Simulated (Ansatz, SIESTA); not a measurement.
**Code comparison for BaP4Pd2 (I4/mmm, 7 atoms in the cell)**

Relaxation of cell and atoms.

```yaml
crystal:
  lattice:
    - [-3.42191, 3.42191, 2.98690]
    - [3.42191, -3.42191, 2.98690]
    - [3.42191, 3.42191, -2.98690]
  atoms:
    - { symbol: Ba, position: [0.00000, 0.00000, 0.00000] }
    - { symbol: P, position: [0.27381, 0.50000, 0.77381] }
    - { symbol: P, position: [0.72619, 0.50000, 0.22619] }
    - { symbol: P, position: [0.50000, 0.72619, 0.22619] }
    - { symbol: P, position: [0.50000, 0.27381, 0.77381] }
    - { symbol: Pd, position: [0.75000, 0.25000, 0.50000] }
    - { symbol: Pd, position: [0.25000, 0.75000, 0.50000] }
```

Shared settings, as Ansatz (a quantum-chemistry and plane-wave program) writes them: kpoints.mp_grid.grid = 6 6 6; scf.occupations.method = fermi_dirac; scf.occupations.width = 0.136 eV. Potentials and cutoffs stand in the table.

```
code                                                                                                                       model  final volume (Å³/atom)       cutoff
------  ------------------------------------------------------------------------------------------------------------------------  ----------------------  -----------
Ansatz                                                                                       LDA (PW92), PAW files made with PBE                   19.00      default
SIESTA  LDA PW92, numerical atomic orbitals DZP, PseudoDojo LDA standard norm-conserving potentials (rewritten from UPF to PSML)                   19.64  grid 400 Ry
```

On Ansatz's run: spin polarisation is off.

The spread over the programs that give each value: final volume within 0.64 Å³/atom.

SIESTA uses small atom-centred bases, whose incompleteness enters pressures, forces and empty levels differently from a plane-wave cutoff. The programs treat the finite-basis stress differently while the cell relaxes: Ansatz adds an estimate of it.

The starting cell comes from a database of computed structures (which also holds hypothetical and non-ambient phases and stackings), without a prior relaxation at this level.

Keys are those of Ansatz 0.2.
